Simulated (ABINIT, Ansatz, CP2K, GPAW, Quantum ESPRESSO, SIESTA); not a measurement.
**One structure in several programs: TiNi (Pm-3m, 2 atoms in the cell)**

Self-consistent single point.

```
CELL_PARAMETERS angstrom
      2.96088     0.00000     0.00000
      0.00000     2.96088     0.00000
      0.00000     0.00000     2.96088
ATOMIC_POSITIONS crystal
  Ti 0.50000 0.50000 0.50000
  Ni 0.00000 0.00000 0.00000
```

Shared settings, as Ansatz (a quantum-chemistry and plane-wave program) writes them: kpoints.mp_grid.grid = 9 9 9; scf.occupations.method = gaussian; scf.occupations.width = 0.1 eV. Potentials and cutoffs stand in the table.

```json
[
 {"code": "ABINIT", "model": "PBEsol, norm-conserving pseudopotentials (PseudoDojo nc-sr-04 PBEsol standard)", "pressure (GPa)": "1.61", "cutoff": "49 Ha"},
 {"code": "Quantum ESPRESSO", "model": "PBEsol, SSSP 1.1.2 efficiency (PBE) pseudopotentials", "pressure (GPa)": "1.48", "cutoff": "50 Ry"},
 {"code": "SIESTA", "model": "GGA PBEsol, numerical atomic orbitals DZP, PseudoDojo PBEsol standard norm-conserving potentials (rewritten from UPF to PSML)", "pressure (GPa)": "-6.23", "cutoff": "grid 300 Ry"},
 {"code": "Ansatz", "model": "PBEsol, PAW files made with PBE", "pressure (GPa)": "1.56", "cutoff": "420 eV"},
 {"code": "GPAW", "model": "PBEsol, GPAW PAW datasets PBEsol (made by gpaw-setup)", "pressure (GPa)": "2.63", "cutoff": "800 eV"},
 {"code": "CP2K", "model": "PBEsol, GPW, TZVP-MOLOPT-SR-GTH basis, GTH-PBE potentials (GTH_POTENTIALS)", "pressure (GPa)": "2.08", "cutoff": "grid 600 Ry"}
]
```

On Ansatz's run: spin polarisation is off.

The spread over the programs that give each value: pressure within 8.86 GPa.

SIESTA and CP2K use small atom-centred bases, whose incompleteness enters pressures, forces and empty levels differently from a plane-wave cutoff. Ansatz's pressure is given at a fixed set of plane waves, as the other plane-wave codes print theirs; with its correction for the finite basis it is 1.62 GPa. In the pressure, SIESTA (by 7.82) and GPAW (by 1.04) lie more than 1 GPa from the median of the plane-wave programs.

The starting cell comes from a database of computed structures (which also holds hypothetical and non-ambient phases and stackings), without a prior relaxation at this level. Its lattice was rescaled by a random factor within 2.5 % of one.

Left out of this page: Elk and FLEUR (not drawn, or without a comparable value).

Keys are those of Ansatz 0.2.
